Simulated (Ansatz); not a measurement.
The reference is Mg (space group R-3m, No. 166; a = 3.178 Å, c = 23.241 Å (hexagonal axes); a cell from a computed database, its experimental status unchecked; relaxed with 0.1 eV smearing). Axes: x lies along a and z along c of the hexagonal cell.

Calculations: PBEsol/PAW in Ansatz (a program for electronic structure), spin-orbit coupling left out.

Base values:

| Quantity | Value |
|---|---|
| Pressure | 0.0 GPa |
| Shortest interatomic distance | 3.162 Å |
| Band gap | zero |

Perturbation: uniaxial strain ε_xx = −1.31 %, all other strain components held at zero, atoms relaxed at fixed cell.

Task: How does this affect the pressure?

Result: The pressure (mean of the normal stresses, compression positive) goes from zero to 0.5 GPa.

Task: Estimate the effect on the energy relative to the base.

Result: The energy goes up by 0.8 meV/atom.

Task: What happens to the shortest interatomic distance?

Result: The shortest interatomic distance shrinks by 0.0254 Å to 3.136 Å.

Task: What happens to the band gap?

Result: The band gap is still zero.

Whether these cells are dynamically stable was not tested. This is not the structure that Mg has at room temperature and ambient pressure.
